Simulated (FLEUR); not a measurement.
# FLEUR run on Ag (Fm-3m, 1 atom in the cell): self-consistent single point

Level of theory: PBE, all-electron FLAPW (FLEUR), scalar-relativistic valence.

This input was run:

Input of the input generator:

```
Ag FLAPW
&input film=f /
-0.0000000000 3.8838123745 3.8838123745
3.8838123745 0.0000000000 3.8838123745
3.8838123745 3.8838123745 0.0000000000
1.0
1.0 1.0 1.0

1
47 0.0000000000 0.0000000000 0.0000000000

&comp jspins=1 /
&kpt div1=10 div2=10 div3=10 gamma=t /
&end /
```

```xml
<?xml version="1.0" encoding="UTF-8" standalone="no"?>
<fleurInput fleurInputVersion="0.39">
   <comment>
      Ag FLAPW                                                                                            
   </comment>
   <calculationSetup>
      <cutoffs Kmax="3.9" Gmax="11.7" GmaxXC="11.7" numbands="0"/>
      <scfLoop itmax="80" minDistance="0.00001" maxIterBroyd="25" imix="Anderson" alpha="0.05" precondParam="0.0" spinf="2.0"/>
      <coreElectrons ctail="T" frcor="F" kcrel="0" coretail_lmax="0"/>
      <xcFunctional name="pbe" relativisticCorrections="F"/>
      <magnetism jspins="1"/>
      <soc l_soc="F" theta="0.0" phi="0.0" spav="F"/>
      <expertModes spex="0" secvar="F"/>
      <geometryOptimization l_f="T" forcealpha="1.0" forcemix="BFGS" epsdisp="0.00001" epsforce="0.00001"/>
      <ldaU l_linMix="F" mixParam="0.05" spinf="1.0"/>
   </calculationSetup>
   <cell>
      <bzIntegration valenceElectrons="17.0" mode="hist" fermiSmearingEnergy="0.00367493">
         <kPointListSelection listName="default-1"/>
         <!-- k-points included here -->
         <xi:include xmlns:xi="http://www.w3.org/2001/XInclude" href="kpts.xml"> </xi:include>
      </bzIntegration>
      <!-- symmetry operations included here -->
      <xi:include xmlns:xi="http://www.w3.org/2001/XInclude" href="sym.xml"> </xi:include>
      <bulkLattice scale="1.0">
         <bravaisMatrix>
            <row-1>    0.0000000000000000     3.8838123745000002     3.8838123745000002</row-1>
            <row-2>    3.8838123745000002     0.0000000000000000     3.8838123745000002</row-2>
            <row-3>    3.8838123745000002     3.8838123745000002     0.0000000000000000</row-3>
         </bravaisMatrix>
      </bulkLattice>
   </cell>
   <atomSpecies>
      <species name="Silver (Ag)" element="Ag" atomicNumber="47">
         <mtSphere radius="2.57" gridPoints="885" logIncrement="0.015"/>
         <atomicCutoffs lmax="10" lnonsphr="8"/>
         <electronConfig flipSpins="F">
            <coreConfig>(1s1/2) (2s1/2) (2p1/2) (2p3/2) (3s1/2) (3p1/2) (3p3/2) (4s1/2) (3d3/2) (3d5/2)</coreConfig>
            <valenceConfig>(4p1/2) (4p3/2) (5s1/2) (4d3/2) (4d5/2)</valenceConfig>
            <stateOccupation state="(5s1/2)" spinUp="0.5" spinDown="0.5"/>
         </electronConfig>
         <energyParameters s="5" p="5" d="4" f="4"/>
         <lo type="SCLO" l="1" n="4" eDeriv="0"/>
         <lo type="HELO" l="2" n="5" eDeriv="0"/>
      </species>
   </atomSpecies>
   <atomGroups>
      <atomGroup species="Silver (Ag)">
         <relPos label="                   1">.0000000000 .0000000000 .0000000000</relPos>
         <force calculate="T" relaxXYZ="TTT"/>
      </atomGroup>
   </atomGroups>
   <output dos="F" band="F" slice="F">
      <checks vchk="F" cdinf="F"/>
      <bandDOS minEnergy="-.5*Htr" maxEnergy="0.5*Htr" sigma="0.015" storeEVData="T"/>
      <vacuumDOS vacdos="F" integ="F" star="F" nstars="0" locx1="0.0" locy1="0.0" locx2="0.0" locy2="0.0" nstm="0" tworkf="0.0"/>
      <unfoldingBand unfoldBand="F" supercellX="1" supercellY="1" supercellZ="1"/>
      <plotting iplot="0" polar="F">
         <plot TwoD="T" vec1="  1.0  0.0  0.0" vec2="  0.0  1.0  0.0" vec3="  0.0  0.0  1.0" zero="  0.0  0.0  0.0" file="plot"/>
      </plotting>
      <chargeDensitySlicing numkpt="0" minEigenval="0.0" maxEigenval="0.0" nnne="0" pallst="F"/>
      <specialOutput eonly="F"/>
      <magneticCircularDichroism mcd="F" energyLo="-10.0" energyUp="0.0"/>
   </output>
  <!-- We include the file relax.xml here to enable relaxations (see documentation) -->
  <xi:include xmlns:xi="http://www.w3.org/2001/XInclude" href="relax.xml"> <xi:fallback/> </xi:include>
</fleurInput>
```

The program printed (abridged):

```
      Welcome to FLEUR        (www.flapw.de)
      MaX-Release 8.1          (www.max-centre.eu)

 ========== k-point set info ==========
 Selected k-point list: default-1
 k-point list type: mesh
 10 x 10 x 10
 Number of k points: 47

 ------------Calculation Setup---------------------------
 Number of basis functions:          135
 Iteration:     1   Distance:      11.27666113 me/bohr^3
 Iteration:     2   Distance:       9.64202562 me/bohr^3
 Iteration:     3   Distance:       3.56982808 me/bohr^3
 Iteration:     4   Distance:       2.57392120 me/bohr^3
 Iteration:     5   Distance:       1.57679429 me/bohr^3
 Iteration:     6   Distance:       0.10771627 me/bohr^3
   [... 2 lines left out ...]
 Iteration:     9   Distance:       0.00964726 me/bohr^3
 Iteration:    10   Distance:       0.00044621 me/bohr^3
 Iteration:    11   Distance:       0.00004644 me/bohr^3
 Iteration:    12   Distance:       0.00004019 me/bohr^3
 Iteration:    13   Distance:       0.00000068 me/bohr^3

 Run finished successfully
 Stop message:
   Structural relaxation: Done

[file out, last iteration]
             iter=     14
          p o t e n t i a l   g e n e r a t o r
[...]
          integral of pseudo charge density inside the slab=        0.000000   0.000000
     coulomb potential in the interstitial region:
          density-coulomb potential integrals
          total density-coulomb potenti    -8549.6679570889
          density-effective potential integrals for spin  1
          total density-effective poten   -8.7446963657E+03
          charge density-energy density integrals
          total charge density-energy d   -1.4950077387E+02
 Updated energy parameters for spin:           1
  Atom    1 5s branch from -3.07 to  1.39 htr. ; e_l =  0.2136
  Atom    1 5p branch from -1.72 to  2.02 htr. ; e_l =  0.3627
  Atom    1 4d branch from-12.75 to  0.27 htr. ; e_l =  0.1523
  Atom    1 4f branch from -9.99 to  2.22 htr. ; e_l =  0.6702
  Atom    1 4p branch from-20.06 to -1.72 htr. ; e_l(l -1.7377
  Atom    1-5d branch from  2.45 to  2.45 htr. ; e_l(l  2.4470
[...]
 fermi energy and band-weighting factors:
at   0.00000   0.00000   0.00000   k-weight:    0.001000
   14 eigenvalues :
   -1.730120   -1.730120   -1.730120    0.021623    0.129145    0.129145    0.129145    0.166097
    0.166097    0.885003    1.013334    1.013334    1.013334    1.195152
   [... 2 blocks of this kind left out ...]

[...]
FERMIE:
          first approx. to ef    (T=0)  :   0.304486 htr   (energy of the highest occ. eigenvalue)
          number of occ. states  (T=0)  :        404
          first approx. to seigv (T=0)  :  -8.764177 htr
          sum of weights of occ. states :   8.541000
          sum of semicore charge        :   0.000000 e
FERHIS:  Fermi-Energy by histogram:
          bandgap                     :   0.002909 htr
          charge neutrality (T=0)     :   0.082000    (zero if the highest occ. eigenvalue is "entirely" occupied)
     EF_NEWTON:  Adjust Fermi-Energy by Newton-Method.
               Number of iterations needed  :   4
               The error in the weight is   :  0.43854E-14
               The error in ef is           : -0.89448E-15 htr
     -->  new fermi energy            :   0.300179 htr
          valence charge              :  17.000000 e
          actual charge blw ef-8kt    :  16.726000 e
          actual charge blw ef+8kt    :  17.000000 e
          number of occ. states       :       407
          sum of the valence weights  :    8.500000
          entropy         :   0.122981 *kb htr/K =   0.00000 htr/K
          sum of val. single particle energies:        -8.7889293191 htr
 Direct bandgap for spin            1 :   0.11248324989774527       Htr
 at k-point           11  with k-vector    0.0000000000000000       0.10000000000000001       0.50000000000000000
          valence density: spin= 1
[...]
     l-like charge
     atom     s        p        d        f        total
 -->  1    0.42482  6.28876  9.17090  0.02292   15.91503
          total charge for spin  1=   17.000000
          interst. charge =       1.084972
          mt charge=             15.915028
          total charge  =   17.000000
          z= 47.     r(1)=  0.447907E-05     dx= 0.015000     m.t.index= 885
               n    l     j    energy       weight
               1.   0.   0.5 -929.9287      2.0000
               2.   0.   0.5 -136.5366      2.0000
               2.   1.   0.5 -126.8501      2.0000
   [... 7 lines left out ...]
          atom type    1  (spin 1)
          kinetic energy=  0.540149561805E+04     sum of the eigenvalues= -0.317184168970E+04
          0.00050546  electrons lost from core.
          total charge for spin  1=   47.000000
          interst. charge =       1.085464
          mt charge=             45.914536
          total charge  =   47.000000
          zc=    47.000000     qfix=    1.000000
     t o t a l  e n e r g y
          sum of eigenvalues =             -3180.6306190166
          density-coulomb potential int    -8549.6679570889
          density-effective potential i    -8744.6963657426
          charge density-ex.-corr.energ     -149.5007738691
          el.-nucl. inter. diff. m.t.       6439.4920731522
          Madelung term for atom type:       -17.5457499170
 ---->    total energy=                    -5317.3068287568 htr
 ---->    (input%tkb*entropy) TS=              0.0004519474 htr
 ---->    free energy=                     -5317.3072807042 htr
      extrapolation for T->0
 ---->    total electron energy=           -5317.3070547305 htr
 ***** TOTAL FORCES ON ATOMS *****
 TOTAL FORCE FOR ATOM TYPE=  1  X=  0.000   Y=  0.000   Z=  0.000
                       FX_TOT= 0.000000 FY_TOT= 0.000000 FZ_TOT= 0.000000
 Structural relaxation: Done
```

The run converged in 13 iterations. FLEUR gives forces in its relaxation mode, with a further iteration, so its stop message speaks of a relaxation.

The starting cell has typed, rounded lattice constants, without a prior relaxation at this level. Its lattice was rescaled by up to half a per cent. Values depend on the basis (sphere radii, cutoffs, local orbitals), which need not be converged. The log's line on a gap gives a spacing of levels on this mesh, which the program prints for metals too.
